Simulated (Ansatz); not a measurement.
Consider WSi₂ (space group I4/mmm, No. 139; a = 3.229 Å, c = 7.868 Å).

(Cell as relaxed with PBE.)

Levels (all Ansatz, a quantum-chemistry and plane-wave program, PAW, earlier PAW set): PBE (420 eV, no spin-orbit coupling); r2SCAN (500 eV, no SOC).

Each level relaxes its own structure.

| base | PBE | r2SCAN |
|---|---|---|
| volume per atom | 13.68 Å³ | 13.42 Å³ |
| lattice parameter a | 3.229 Å | 3.212 Å |
| band gap | zero | zero |

Perturbation: cell and atoms relaxed at a pressure of 18 GPa.

```csv
quantity,PBE,r2SCAN
c/a ratio,2.449,[?]
band gap,zero,[?]
shortest interatomic distance,2.569 Å,[?]
```

Q: Given the PBE results, estimate those of r2SCAN.

A: 
- c/a ratio, r2SCAN: 2.444
- band gap, r2SCAN: zero
- shortest interatomic distance, r2SCAN: 2.548 Å

PBE's c/a ratio lies 0.005 above r2SCAN's; PBE's shortest interatomic distance lies 0.021 Å above r2SCAN's (0.8 %); the two agree on the band gap. Neither level is exact; r2SCAN is the comparison here, not a measurement.

Load acts through the strain it causes; cell and atoms are relaxed under it. Stability against distortions was not tested. Competing high-pressure phases were not computed. The final runs are not spin-polarised.
